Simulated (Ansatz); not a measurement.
# PBE against r2SCAN: TiC

The reference is TiC in the rock salt structure (space group Fm-3m, No. 225; a = 4.3330 Å).

(Cell as relaxed with PBE.)

Levels (all Ansatz, a first-principles code, PAW): PBE (420 eV, spin-orbit coupling left out); r2SCAN (500 eV, without spin-orbit coupling).

Each level relaxes its own structure.

```
quantity                  PBE    r2SCAN
-------------------  --------  --------
volume per atom      10.17 Å³  10.13 Å³
lattice parameter a   4.333 Å   4.328 Å
band gap                 zero      zero
```

PBE's volume per atom lies 0.04 Å³ above r2SCAN's (0.4 %); PBE's lattice parameter a lies 0.005 Å above r2SCAN's (0.1 %); the two agree on the band gap. Neither level is exact; r2SCAN is the comparison here, not a measurement.

Stability against distortions was not tested. All final runs are without spin polarisation.
